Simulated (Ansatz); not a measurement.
Start from Li$_{3}$VS$_{4}$ (space group P-43m, No. 215; a model cell, its experimental status unchecked).

```
CELL_PARAMETERS angstrom
      5.88800     0.00000     0.00000
      0.00000     5.88800     0.00000
      0.00000     0.00000     5.88800
ATOMIC_POSITIONS crystal
  V  0.00000 0.00000 0.00000
  Li 0.50000 0.00000 0.00000
  Li 0.00000 0.00000 0.50000
  Li 0.00000 0.50000 0.00000
  S  0.21006 0.21006 0.21006
  S  0.21006 0.78994 0.78994
  S  0.78994 0.21006 0.78994
  S  0.78994 0.78994 0.21006
```

Cartesian axes are those of the cell as printed.

All numbers come from PBEsol (Ansatz, a first-principles code; PAW; 420 eV plane waves; no spin-orbit coupling).

Strains are applied to the cell and any free atomic positions relax.

One change was made to it. Results:

The band gap grows by 0.04 eV, from 1.90 eV to 1.94 eV; the energy increases by 14 meV/atom.

Task: Which of these changes matches the shifts?
A. uniaxial strain ε_xx = +4.47 %
B. isotropic strain +4.21 %
C. tensor shear ε_xz = −2.71 %
D. uniaxial strain ε_zz = +1.76 %
E. uniaxial strain ε_zz = −2.34 %

Result: B, isotropic strain +4.21 %. For comparison, the band gap in the other runs: uniaxial strain ε_xx = +4.47 % gives 1.89 eV; uniaxial strain ε_zz = −2.34 % gives 1.88 eV; tensor shear ε_xz = −2.71 % gives 1.89 eV; uniaxial strain ε_zz = +1.76 % gives 1.90 eV.

Stability against distortions was not tested. Seeded moments were not kept for the base. All final runs are without spin polarisation.
